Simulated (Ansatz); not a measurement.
Defect migration in wurtzite GaN: N vacancy, charge state +3. The step: one N atom jumps into the vacancy from a nearby N site; the atom moves 3.23 Å along (1.00, 1.00, 0.00) of the unit cell; the moving atom starts with neighbours Ga at 1.89, Ga at 1.98, Ga at 1.99, Ga at 2.02 Å and ends with Ga at 1.89, Ga at 1.98, Ga at 1.99, Ga at 2.02 Å. A PBE band in Ansatz (plane-wave PAW, one k-point at (0.125, 0.250, 0.250), 192 host sites, 63 SCF runs with any check of the saddle's order, static, no finite-size correction) gives a forward barrier of 2.35 eV. The program found a first-order saddle point. The charge state is imposed; whether it is stable for some Fermi level was not computed. Forms of the defect that were not tried may lie lower.

Single points at the band's start and saddle point can refine it. Rough cost of one point, in units of the band's mean SCF on the same machine:

```tsv
Level	Cost of one point
PBE, a 2×2×2 k-point mesh shifted by half a step along c	about 4
r2SCAN at 500 eV, one k-point at (0.125, 0.250, 0.250)	under 2
```

Question: Which of these move the barrier by more than 0.1 eV, and how far does each move it?

Answer: PBE, a 2×2×2 k-point mesh shifted by half a step along c: +0.03 eV; r2SCAN at 500 eV, one k-point at (0.125, 0.250, 0.250): +0.30 eV. Each functional is compared with PBE at the same k-points.

Ansatz is a quantum-chemistry and plane-wave program.
